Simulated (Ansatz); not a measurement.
**KTaO3: strain along the normal**

KTaO3 (cubic perovskite, Pm-3m, 12.659 Å³/atom at rest) under an equal strain ε in the (111) plane with the normal axis free, as in a coherent film. PBEsol in Ansatz, a plane-wave DFT program (PAW, default set), 420 eV, 8×8×8 Γ-centred mesh, Fermi-Dirac smearing 0.05 eV; ions are relaxed within the symmetry of each cell.

Here s stands for strain and y for normal strain.

```
strain (%)  normal strain (%)
----------  -----------------
-1.00                    0.83
-0.50                    0.41
0.00                     0.00
0.50                    -0.40
1.00                    -0.80
2.50                        ?
```

The 5 complete rows are fitted with a straight line, y against s. Means: s 0, y 0.008. About the means, the sum of products is -2.0350 and the sum of squares of s is 2.5000; the slope is their ratio. Least squares gives y = 0.008 - 0.8140·s. Residuals (row less fit): 0.008, -0.005, -0.008, -0.001, 0.006; standard error 0.008 (degrees of freedom: 3). The slope, -0.81 ± 0.01, is the elastic response of the normal axis.

Predict the withheld y at s = 2.50 from the fit, and compare with the calculation.

y = 0.008 - 0.8140 × 2.5 = -2.027%. The calculation gives -1.92%, 0.107% above the prediction (3.9 % of the range of y in the table). The row lies outside the fitted rows, so this is an extrapolation. From the scatter of the fitted rows alone, a prediction at this place has a standard error of 0.015%, so the miss is 7.1 times that.

One order more, fitted to all 11 runs of the series, follows each within 0.01, so the miss is the next term of a smooth law. The primitive cell can neither tilt nor turn polar against its symmetry, as such crystals can under strain. Rows are the converged runs of the series near zero and its far end; series whose fitted rows scatter by over a few per cent of the range, as at a crossing or softening among them, aren't shown in this form. Most that stay on the fit to the last digits aren't either.
